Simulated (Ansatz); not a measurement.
**Stishovite (SiO2)**

Level of theory: rVV10 in Ansatz (PAW).

Settings: plane-wave cutoff 500 eV, 8×8×12 k mesh (along the axes of the cell as run), gaussian smearing 0.02 eV, scalar-relativistic PAW data made under PBE.

Cell (relaxed at this level):

```cif
data_O4Si2
_chemical_formula_sum 'Si2 O4'
_space_group_name_H-M_alt 'P42/mnm'
_space_group_IT_number 136
_space_group_name_Hall '-P 4n 2n'
_cell_length_a 4.24098
_cell_length_b 4.24098
_cell_length_c 2.70440
_cell_angle_alpha 90.000
_cell_angle_beta 90.000
_cell_angle_gamma 90.000
loop_
_atom_site_label
_atom_site_type_symbol
_atom_site_symmetry_multiplicity
_atom_site_Wyckoff_symbol
_atom_site_fract_x
_atom_site_fract_y
_atom_site_fract_z
_atom_site_occupancy
Si1 Si 2 a 0.00000 0.00000 0.00000 1
O1 O 4 f 0.30684 0.30684 0.00000 1
```

For stishovite (SiO2), the band gap is 4.86 eV (on the SCF k mesh).

Computed values are for the static lattice.

It cost about 70 core-seconds (a rough figure) of CPU time.

Ansatz is an electronic-structure program.
